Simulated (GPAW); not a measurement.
Band structure of Be (P6_3/mmc, 2 atoms in the cell).

```yaml
crystal:
  lattice:
    - [2.23896, 0.00000, 0.00000]
    - [-1.11948, 1.93900, 0.00000]
    - [0.00000, 0.00000, 3.53335]
  atoms:
    - { symbol: Be, position: [0.33333, 0.66667, 0.75000] }
    - { symbol: Be, position: [0.66667, 0.33333, 0.25000] }
```

Method of the run: PBE, GPAW PAW datasets PBE (gpaw-data 1.0.1) (plane waves; GPAW 25.7.0).

Settings: mode = pw; ecut = 850 eV; xc = PBE; kpts = 13 13 8; mesh shift (steps) = 0 0 0; occupations.name = fermi-dirac; occupations.width = 0.05 eV; nbands = -8; symmetry.symmorphic = false; symmetry.tolerance = 0.0005; maxiter = 150; bandpath_npoints = 40.

The starting cell comes from a database of computed structures (which also holds hypothetical and non-ambient phases and stackings), without a prior relaxation at this level. Its lattice was rescaled by a random factor within 2.5 % of one.

Levels in eV from the Fermi level, bands 1 to 6:
| point | 1 | 2 | 3 | 4 | 5 | 6 |
|---|---|---|---|---|---|---|
| Γ | -11.37 | -4.41 | 1.38 | 16.66 | 16.66 | 19.61 |
| M | -4.95 | -2.98 | 3.88 | 6.82 | 7.12 | 9.83 |
| K | -2.37 | -0.82 | -0.82 | 7.04 | 7.04 | 7.06 |
| A | -9.18 | -9.18 | 11.12 | 11.12 | 18.36 | 18.36 |
| L | -3.55 | -3.55 | 1.87 | 1.87 | 12.52 | 12.52 |
| H | -0.98 | -0.98 | 0.53 | 0.53 | 6.76 | 6.76 |

Bands cross the Fermi level along this path, so the cell is metallic at this level.
